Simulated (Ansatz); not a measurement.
Ga₃AlAs₄ (model structure, P-4m2, No. 115, 8 atoms in the cell), treated with PBE+SOC (Ansatz, an electronic-structure program, PAW).

Settings: plane-wave cutoff 520 eV, 8×8×4 k mesh (along the axes of the cell as run), Fermi–Dirac smearing 0.01 eV, PAW data made under PBE.

Cell (relaxed with PBEsol):

```yaml
crystal:
  lattice:
    - [4.00633, 0.00000, 0.00000]
    - [0.00000, 4.00633, 0.00000]
    - [0.00000, 0.00000, 11.31834]
  atoms:
    - { symbol: Ga, position: [0.00000, 0.00000, 0.75039] }
    - { symbol: As, position: [0.50000, 0.00000, 0.87523] }
    - { symbol: Ga, position: [0.50000, 0.50000, 0.00000] }
    - { symbol: As, position: [0.00000, 0.50000, 0.12477] }
    - { symbol: Ga, position: [0.00000, 0.00000, 0.24961] }
    - { symbol: As, position: [0.50000, 0.00000, 0.37485] }
    - { symbol: Al, position: [0.50000, 0.50000, 0.50000] }
    - { symbol: As, position: [0.00000, 0.50000, 0.62515] }
```

Q: Predict the band gap.

A: 
- band gap = 0.71 eV (direct)

Note: the relaxation could raise the start's symmetry but not lower it, so the cell can be a saddle point; cell and atoms aren't relaxed at this level (largest force component 0.09 eV/Å, pressure 2.8 GPa).

Static lattice: no zero-point or thermal effects.

Computing time: around 6 core-minutes (rough).

A model structure was made by putting elements into a prototype or built by hand; it is no filed structure, need not be a known phase, and can be a saddle point held by its symmetry.
